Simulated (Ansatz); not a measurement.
Related cells compared by their Bader charge of Pt.

Cell A: a slab of CaO (rock salt, Fm-3m) cut along (100), 64 atoms, square cell of 9.66 Å (93.3 Å²), symmetry P4mm within 0.02 Å, 8.5 Å thick under 16 Å of vacuum, in-plane vectors held at the crystal's; planes from bottom to top: Ca8O8 × 3 | Ca8O7 | Pt, its two faces unlike (dipole correction applied); O missing from the crystal's sites; added, foreign or displaced atoms, above the top plane: Pt bound to 5 Ca at 2.81–3.69 Å; spin state with PBE: run without spin, k-point mesh 3×3×1.
```yaml
crystal:
  lattice:
    - [9.66142, 0.00000, 0.00000]
    - [0.00000, 9.66142, 0.00000]
    - [0.00000, 0.00000, 24.04951]
  atoms:
    - { symbol: Ca, position: [0.99999, 0.99999, 0.33378] }
    - { symbol: O, position: [0.25000, 0.00038, 0.33480] }
    - { symbol: Ca, position: [0.99944, 0.25000, 0.43269] }
    - { symbol: O, position: [0.25000, 0.25000, 0.43350] }
    - { symbol: Ca, position: [0.25000, 0.99944, 0.43269] }
    - { symbol: O, position: [0.00039, 0.00039, 0.43175] }
    - { symbol: Ca, position: [0.25000, 0.25000, 0.33412] }
    - { symbol: O, position: [0.00038, 0.25000, 0.33480] }
    - { symbol: Ca, position: [0.00073, 0.00073, 0.53374] }
    - { symbol: O, position: [0.25000, 0.00234, 0.53481] }
    - { symbol: Ca, position: [0.98632, 0.25000, 0.63539] }
    - { symbol: Ca, position: [0.25000, 0.98632, 0.63539] }
    - { symbol: O, position: [0.99591, 0.99591, 0.62980] }
    - { symbol: Ca, position: [0.25000, 0.25000, 0.53169] }
    - { symbol: O, position: [0.00234, 0.25000, 0.53481] }
    - { symbol: Ca, position: [0.99999, 0.50001, 0.33378] }
    - { symbol: O, position: [0.25000, 0.49962, 0.33480] }
    - { symbol: Ca, position: [0.99990, 0.75000, 0.43257] }
    - { symbol: O, position: [0.25000, 0.75000, 0.43227] }
    - { symbol: Ca, position: [0.25000, 0.50056, 0.43269] }
    - { symbol: O, position: [0.00039, 0.49961, 0.43175] }
    - { symbol: Ca, position: [0.25000, 0.75000, 0.33372] }
    - { symbol: O, position: [0.00029, 0.75000, 0.33430] }
    - { symbol: Ca, position: [0.00073, 0.49927, 0.53374] }
    - { symbol: O, position: [0.25000, 0.49766, 0.53481] }
    - { symbol: Ca, position: [0.99590, 0.75000, 0.63151] }
    - { symbol: O, position: [0.25000, 0.75000, 0.63146] }
    - { symbol: Ca, position: [0.25000, 0.51368, 0.63539] }
    - { symbol: O, position: [0.99591, 0.50409, 0.62980] }
    - { symbol: Ca, position: [0.25000, 0.75000, 0.53289] }
    - { symbol: O, position: [0.00064, 0.75000, 0.53290] }
    - { symbol: Ca, position: [0.50001, 0.99999, 0.33378] }
    - { symbol: O, position: [0.75000, 0.00029, 0.33430] }
    - { symbol: Ca, position: [0.50056, 0.25000, 0.43269] }
    - { symbol: O, position: [0.75000, 0.25000, 0.43227] }
    - { symbol: Ca, position: [0.75000, 0.99990, 0.43257] }
    - { symbol: O, position: [0.49961, 0.00039, 0.43175] }
    - { symbol: Ca, position: [0.75000, 0.25000, 0.33372] }
    - { symbol: O, position: [0.49962, 0.25000, 0.33480] }
    - { symbol: Ca, position: [0.49927, 0.00073, 0.53374] }
    - { symbol: O, position: [0.75000, 0.00064, 0.53290] }
    - { symbol: Ca, position: [0.51368, 0.25000, 0.63539] }
    - { symbol: O, position: [0.75000, 0.25000, 0.63146] }
    - { symbol: Ca, position: [0.75000, 0.99590, 0.63151] }
    - { symbol: O, position: [0.50409, 0.99591, 0.62980] }
    - { symbol: Ca, position: [0.75000, 0.25000, 0.53289] }
    - { symbol: O, position: [0.49766, 0.25000, 0.53481] }
    - { symbol: Ca, position: [0.50001, 0.50001, 0.33378] }
    - { symbol: O, position: [0.75000, 0.49971, 0.33430] }
    - { symbol: Ca, position: [0.50010, 0.75000, 0.43257] }
    - { symbol: O, position: [0.75000, 0.75000, 0.43158] }
    - { symbol: Ca, position: [0.75000, 0.50010, 0.43257] }
    - { symbol: O, position: [0.49961, 0.49961, 0.43175] }
    - { symbol: Ca, position: [0.75000, 0.75000, 0.33349] }
    - { symbol: O, position: [0.49971, 0.75000, 0.33430] }
    - { symbol: Ca, position: [0.49927, 0.49927, 0.53374] }
    - { symbol: O, position: [0.75000, 0.49936, 0.53290] }
    - { symbol: Ca, position: [0.50410, 0.75000, 0.63151] }
    - { symbol: O, position: [0.75000, 0.75000, 0.62997] }
    - { symbol: Ca, position: [0.75000, 0.50410, 0.63151] }
    - { symbol: O, position: [0.50409, 0.50409, 0.62980] }
    - { symbol: Ca, position: [0.75000, 0.75000, 0.53205] }
    - { symbol: O, position: [0.49936, 0.75000, 0.53290] }
    - { symbol: Pt, position: [0.25000, 0.25000, 0.68515] }
```

Cell B: a slab of CaO (rock salt, Fm-3m) cut along (100), 65 atoms, square cell of 9.66 Å (93.3 Å²), symmetry P4mm within 0.02 Å, 9.1 Å thick under 16 Å of vacuum, in-plane vectors held at the crystal's; planes from bottom to top: Ca8O8 × 4 | Pt, its two faces unlike (dipole correction applied); added, foreign or displaced atoms, above the top plane: Pt bound to 1 O at 1.94 Å; spin state with PBE: run without spin, k-point mesh 3×3×1.
```
CELL_PARAMETERS angstrom
      9.66142     0.00000     0.00000
      0.00000     9.66142     0.00000
      0.00000     0.00000    25.20447
ATOMIC_POSITIONS crystal
  Ca 0.00001 0.00001 0.31888
  O  0.25000 0.00012 0.31975
  Ca 0.99959 0.25000 0.41320
  O  0.25000 0.25000 0.41351
  Ca 0.25000 0.99959 0.41320
  O  0.00019 0.00019 0.41243
  Ca 0.25000 0.25000 0.31909
  O  0.00012 0.25000 0.31975
  Ca 0.00070 0.00070 0.50948
  O  0.25000 0.00106 0.51030
  Ca 0.99135 0.25000 0.60587
  O  0.25000 0.25000 0.60204
  Ca 0.25000 0.99135 0.60587
  O  0.99824 0.99824 0.60185
  Ca 0.25000 0.25000 0.50830
  O  0.00106 0.25000 0.51030
  Ca 0.00001 0.49999 0.31888
  O  0.25000 0.49988 0.31975
  Ca 0.99997 0.75000 0.41314
  O  0.25000 0.75000 0.41273
  Ca 0.25000 0.50041 0.41320
  O  0.00019 0.49981 0.41243
  Ca 0.25000 0.75000 0.31881
  O  0.00023 0.75000 0.31946
  Ca 0.00070 0.49930 0.50948
  O  0.25000 0.49894 0.51030
  Ca 0.99751 0.75000 0.60302
  O  0.25000 0.75000 0.60267
  Ca 0.25000 0.50865 0.60587
  O  0.99824 0.50176 0.60185
  Ca 0.25000 0.75000 0.50891
  O  0.00010 0.75000 0.50924
  Ca 0.49999 0.00001 0.31888
  O  0.75000 0.00023 0.31946
  Ca 0.50041 0.25000 0.41320
  O  0.75000 0.25000 0.41273
  Ca 0.75000 0.99997 0.41314
  O  0.49981 0.00019 0.41243
  Ca 0.75000 0.25000 0.31881
  O  0.49988 0.25000 0.31975
  Ca 0.49930 0.00070 0.50948
  O  0.75000 0.00010 0.50924
  Ca 0.50865 0.25000 0.60587
  O  0.75000 0.25000 0.60267
  Ca 0.75000 0.99751 0.60302
  O  0.50176 0.99824 0.60185
  Ca 0.75000 0.25000 0.50891
  O  0.49894 0.25000 0.51030
  Ca 0.49999 0.49999 0.31888
  O  0.75000 0.49977 0.31946
  Ca 0.50003 0.75000 0.41314
  O  0.75000 0.75000 0.41239
  Ca 0.75000 0.50003 0.41314
  O  0.49981 0.49981 0.41243
  Ca 0.75000 0.75000 0.31870
  O  0.49977 0.75000 0.31946
  Ca 0.49930 0.49930 0.50948
  O  0.75000 0.49990 0.50924
  Ca 0.50249 0.75000 0.60302
  O  0.75000 0.75000 0.60202
  Ca 0.75000 0.50249 0.60302
  O  0.50176 0.50176 0.60185
  Ca 0.75000 0.75000 0.50835
  O  0.49990 0.75000 0.50924
  Pt 0.25000 0.25000 0.67909
```

Cell C: a slab of CaO (rock salt, Fm-3m) cut along (100), 64 atoms, square cell of 9.66 Å (93.3 Å²), symmetry P4mm within 0.02 Å, 7.4 Å thick under 16 Å of vacuum, in-plane vectors held at the crystal's; planes from bottom to top: Ca8O8 × 3 | Ca7PtO8, its two faces unlike (dipole correction applied); added, foreign or displaced atoms, within the planes: Pt bound to 4 O at 2.21 Å; spin state with PBE: run without spin, k-point mesh 3×3×1.
```yaml
crystal:
  lattice:
    - [9.66142, 0.00000, 0.00000]
    - [0.00000, 9.66142, 0.00000]
    - [0.00000, 0.00000, 23.24607]
  atoms:
    - { symbol: Ca, position: [0.00000, 0.99809, 0.34393] }
    - { symbol: O, position: [0.25093, 0.99907, 0.34642] }
    - { symbol: Ca, position: [0.00000, 0.25000, 0.44143] }
    - { symbol: O, position: [0.25281, 0.25000, 0.44543] }
    - { symbol: Ca, position: [0.24935, 0.00065, 0.44772] }
    - { symbol: O, position: [0.00000, 0.99719, 0.44543] }
    - { symbol: Ca, position: [0.25191, 0.25000, 0.34393] }
    - { symbol: O, position: [0.00000, 0.25000, 0.34110] }
    - { symbol: Ca, position: [0.00000, 0.01128, 0.55109] }
    - { symbol: O, position: [0.24847, 0.00153, 0.55412] }
    - { symbol: Pt, position: [0.00000, 0.25000, 0.65768] }
    - { symbol: O, position: [0.22817, 0.25000, 0.65441] }
    - { symbol: Ca, position: [0.24345, 0.00655, 0.65600] }
    - { symbol: O, position: [0.00000, 0.02183, 0.65441] }
    - { symbol: Ca, position: [0.23872, 0.25000, 0.55109] }
    - { symbol: O, position: [0.00000, 0.25000, 0.53531] }
    - { symbol: Ca, position: [0.00000, 0.50191, 0.34393] }
    - { symbol: O, position: [0.25093, 0.50093, 0.34642] }
    - { symbol: Ca, position: [0.00000, 0.75000, 0.44818] }
    - { symbol: O, position: [0.25019, 0.75000, 0.44862] }
    - { symbol: Ca, position: [0.24935, 0.49935, 0.44772] }
    - { symbol: O, position: [0.00000, 0.50281, 0.44543] }
    - { symbol: Ca, position: [0.25059, 0.75000, 0.34630] }
    - { symbol: O, position: [0.00000, 0.75000, 0.34594] }
    - { symbol: Ca, position: [0.00000, 0.48872, 0.55109] }
    - { symbol: O, position: [0.24847, 0.49847, 0.55412] }
    - { symbol: Ca, position: [0.00000, 0.75000, 0.65378] }
    - { symbol: O, position: [0.24391, 0.75000, 0.65529] }
    - { symbol: Ca, position: [0.24345, 0.49345, 0.65600] }
    - { symbol: O, position: [0.00000, 0.47817, 0.65441] }
    - { symbol: Ca, position: [0.24837, 0.75000, 0.55319] }
    - { symbol: O, position: [0.00000, 0.75000, 0.55535] }
    - { symbol: Ca, position: [0.50000, 0.99941, 0.34630] }
    - { symbol: O, position: [0.74907, 0.99907, 0.34642] }
    - { symbol: Ca, position: [0.50000, 0.25000, 0.44818] }
    - { symbol: O, position: [0.74719, 0.25000, 0.44543] }
    - { symbol: Ca, position: [0.75065, 0.00065, 0.44772] }
    - { symbol: O, position: [0.50000, 0.99981, 0.44862] }
    - { symbol: Ca, position: [0.74809, 0.25000, 0.34393] }
    - { symbol: O, position: [0.50000, 0.25000, 0.34594] }
    - { symbol: Ca, position: [0.50000, 0.00163, 0.55319] }
    - { symbol: O, position: [0.75153, 0.00153, 0.55412] }
    - { symbol: Ca, position: [0.50000, 0.25000, 0.65378] }
    - { symbol: O, position: [0.77183, 0.25000, 0.65441] }
    - { symbol: Ca, position: [0.75655, 0.00655, 0.65600] }
    - { symbol: O, position: [0.50000, 0.00609, 0.65529] }
    - { symbol: Ca, position: [0.76128, 0.25000, 0.55109] }
    - { symbol: O, position: [0.50000, 0.25000, 0.55535] }
    - { symbol: Ca, position: [0.50000, 0.50059, 0.34630] }
    - { symbol: O, position: [0.74907, 0.50093, 0.34642] }
    - { symbol: Ca, position: [0.50000, 0.75000, 0.44922] }
    - { symbol: O, position: [0.74981, 0.75000, 0.44862] }
    - { symbol: Ca, position: [0.75065, 0.49935, 0.44772] }
    - { symbol: O, position: [0.50000, 0.50019, 0.44862] }
    - { symbol: Ca, position: [0.74941, 0.75000, 0.34630] }
    - { symbol: O, position: [0.50000, 0.75000, 0.34778] }
    - { symbol: Ca, position: [0.50000, 0.49837, 0.55319] }
    - { symbol: O, position: [0.75153, 0.49847, 0.55412] }
    - { symbol: Ca, position: [0.50000, 0.75000, 0.65556] }
    - { symbol: O, position: [0.75609, 0.75000, 0.65529] }
    - { symbol: Ca, position: [0.75655, 0.49345, 0.65600] }
    - { symbol: O, position: [0.50000, 0.49391, 0.65529] }
    - { symbol: Ca, position: [0.75163, 0.75000, 0.55319] }
    - { symbol: O, position: [0.50000, 0.75000, 0.55536] }
```

Plane-wave PAW calculations with Ansatz (a quantum-chemistry and plane-wave program), its PAW set soft_1, cutoff 420 eV. The structures are at rest with PBE, within the held lattices. Neutral cells; Fermi-Dirac smearing of at most 0.05 eV in the solids, energies taken to zero width. Larger cells are relaxed from a start prepared with the learned potential CHGNet, on a coarser mesh till forces fall under 0.03 eV/Å, which some starts already meet. No structure search was made; lower ones may exist. Spin-orbit coupling is left out. Values are for these cell sizes. A dispersion term ran beside these levels; it doesn't touch the electrons. Electrons of density maxima off the nuclei are shared among the atoms. Mean over the atoms, with the range where they differ; positive means electrons lost.

Question: Predict the Bader charge of Pt (e) of each cell with PBE.

Answer: 
```csv
system,PBE
A,-1.40
B,-0.41
C,0.56
```

With PBE the value is lowest for A and highest for C.
